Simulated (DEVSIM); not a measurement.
Device: Al/Al2O3/n-Ge capacitor, at 400 K.

| layer (left to right) | material | thickness (nm) | Nd (cm⁻³) |
|---|---|---|---|
| 1 | Al2O3 | 2.90 | - |
| 2 | Ge | 590 | 1e18 |

Metal gate on the left, work function 4.1 eV. Fixed charge at the semiconductor interface -7.6e10 cm⁻² (in units of +e); no interface traps.

This is a model device: material constants are rounded textbook-type values typed into the input, and sizes, dopings and lifetimes were drawn at random. Values at 300 K; Nc and Nv go as T^1.5, mobilities as T to minus their exponent, the gap by Varshni's rule with the affinity fixed.

```csv
parameter,Al2O3,Ge
gap (eV),6.8,0.664
affinity (eV),1.35,4
permittivity,9,16
Nc (cm⁻³),-,1.04e19
Nv (cm⁻³),-,6e18
Varshni α (eV/K),-,0.000477
Varshni β (K),-,235
```

Simulated with DEVSIM: 1D Poisson equation in equilibrium, Boltzmann statistics, complete ionisation; no quantum confinement or tunnelling. Metal contacts follow the ideal Schottky-Mott rule: no Fermi-level pinning, no interface dipoles.

Task: Tabulate band edges, carrier densities and field at -0.4 V on the gate.

Result: Energies count from the Fermi level of the right contact; mesh points crowd at the junctions.

| x (μm) | Ec (eV) | Ev (eV) | n (cm⁻³) | p (cm⁻³) | field (V/cm) |
|---|---|---|---|---|---|
| 0.000 | 3.150 | -3.650 | < 1e2 | < 1e2 | -410000 |
| 0.0007133 | 3.121 | -3.679 | < 1e2 | < 1e2 | -410000 |
| 0.001498 | 3.089 | -3.711 | < 1e2 | < 1e2 | -410000 |
| 0.002321 | 3.055 | -3.745 | < 1e2 | < 1e2 | -410000 |
| 0.003314 | 0.372 | -0.252 | 3.3e14 | 6.1e15 | -230000 |
| 0.004537 | 0.344 | -0.280 | 7.4e14 | 2.7e15 | -220000 |
| 0.006710 | 0.299 | -0.325 | 2.7e15 | 7.4e14 | -200000 |
| 0.01255 | 0.204 | -0.420 | 4.3e16 | 4.7e13 | -130000 |
| 0.02094 | 0.129 | -0.495 | 3.8e17 | 5.4e12 | -53000 |
| 0.03583 | 0.098 | -0.526 | 9.3e17 | 2.2e12 | -4700 |
| 0.06434 | 0.096 | -0.528 | 1.0e18 | 2.0e12 | -29 |
| 0.1379 | 0.096 | -0.528 | 1.0e18 | 2.0e12 | ≈ 0 |
| 0.2434 | 0.096 | -0.528 | 1.0e18 | 2.0e12 | ≈ 0 |
| 0.3828 | 0.096 | -0.528 | 1.0e18 | 2.0e12 | ≈ 0 |
| 0.4969 | 0.096 | -0.528 | 1.0e18 | 2.0e12 | ≈ 0 |
| 0.5393 | 0.096 | -0.528 | 1.0e18 | 2.0e12 | ≈ 0 |
| 0.5632 | 0.096 | -0.528 | 1.0e18 | 2.0e12 | ≈ 0 |
| 0.5773 | 0.096 | -0.528 | 1.0e18 | 2.0e12 | ≈ 0 |
| 0.5863 | 0.096 | -0.528 | 1.0e18 | 2.0e12 | ≈ 0 |
| 0.5897 | 0.096 | -0.528 | 1.0e18 | 2.0e12 | ≈ 0 |
| 0.5916 | 0.096 | -0.528 | 1.0e18 | 2.0e12 | ≈ 0 |
| 0.5929 | 0.096 | -0.528 | 1.0e18 | 2.0e12 | ≈ 0 |
